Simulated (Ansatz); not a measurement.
Consider BaZrO$_{3}$ in the cubic perovskite structure (space group Pm-3m, No. 221; a = 4.181 Å). Axes: x, y, z lie along the cube axes.

Calculations: plane-wave PAW DFT at the PBEsol level (Ansatz, a program for electronic structure, 420 eV), spin-orbit coupling left out.

Before the change:

The shortest interatomic distance is 2.090 Å.

It is then changed as follows: tensor shear ε_xy = +0.67 % (engineering shear γ = 0.0134), atoms relaxed at fixed cell.

Task: What does the calculation give for the stress after the change?

Result: The stress (xx, yy, zz, yz, xz, xy; compression positive) comes out as (0.00, 0.00, 0.00, 0.00, 0.00, -1.14) GPa.

Task: What happens to the energy relative to the base?

Result: The energy goes up by 0.7 meV/atom.

Task: Estimate the effect on the shortest interatomic distance.

Result: The shortest interatomic distance is still 2.090 Å.

The cells carry an imposed strain or load. Whether these cells are dynamically stable was not tested.
